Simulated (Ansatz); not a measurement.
Consider CdS in the zinc blende structure (space group F-43m, No. 216; a = 5.878 Å). Axes: x, y, z lie along the cube axes.

Structures relaxed with Ansatz (an electronic-structure program) r2SCAN, without spin-orbit coupling.

Base:

Simulated powder pattern, Cu Kα1, λ = 1.54056 Å (kinematic, ideal powder, no thermal factors, no anomalous dispersion; the 10 strongest lines at most, above 2 %, up to 2θ = 90°):

```
2θ (°)  I/Imax (%)    hkl
------  ----------  -----
26.24          100  (111)
30.39           23  (200)
43.51           56  (220)
51.53           44  (311)
54.00          6.3  (222)
63.23          8.7  (400)
69.67           17  (331)
71.76          7.7  (420)
79.89           18  (422)
85.84           13  (511)
```

After one change:

Simulated powder pattern, Cu Kα1, λ = 1.54056 Å (kinematic, ideal powder, no thermal factors, no anomalous dispersion; the 10 strongest lines at most, above 2 %, up to 2θ = 90°):

| 2θ (°) | I/Imax (%) |
|---|---|
| 26.26 | 100 |
| 30.16 | 8.0 |
| 30.55 | 16 |
| 43.46 | 38 |
| 43.74 | 18 |
| 51.24 | 15 |
| 51.74 | 29 |
| 69.61 | 12 |
| 80.17 | 12 |
| 86.33 | 6.5 |

**Question.** What was done to the base?
A. biaxial strain −0.50 %, plane normal [001], relaxed out of plane
B. biaxial strain −1.50 %, plane normal [001], relaxed out of plane
C. biaxial strain −1.00 %, plane normal [001], relaxed out of plane
D. biaxial strain −3.00 %, plane normal [001], relaxed out of plane

**Answer.** A, biaxial strain −0.50 %, plane normal [001], relaxed out of plane. Its volume per atom is 25.32 Å³ against 25.38 Å³, and its space group is I-4m2 (No. 119).

Whether these cells are dynamically stable was not tested.
